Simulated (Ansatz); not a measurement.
Wall time of one geometry in Ansatz (plane waves) for a 256-atom cell of rock-salt NiO (model structure), 1×1×1 k mesh, 1 x GB200 with 34 host threads. The machine ran nothing else. Each time is one whole self-consistent calculation from the program's own starting density, with atoms slightly displaced so that no symmetry helps. Runs that were refused, crashed or met a hardware fault are not listed.

```json
[
 {"level": "PBE", "cutoff": "420 eV", "SCF iterations": "24", "wall time": "6.4 s", "times PBE": "1.0"},
 {"level": "r²SCAN", "cutoff": "500 eV", "SCF iterations": "20", "wall time": "8.9 s", "times PBE": "1.4"},
 {"level": "HSE06", "cutoff": "420 eV", "SCF iterations": "85", "wall time": "…", "times PBE": "…"}
]
```

About how long does HSE06 take, and how many times PBE is that?


- HSE06, wall time: 2.1 min
- HSE06, times PBE: 20

Ratios come from the unrounded times.

A model structure was made by putting elements into a prototype or built by hand; it is no filed structure, need not be a known phase, and can be a saddle point held by its symmetry.

Ansatz is an electronic-structure program.
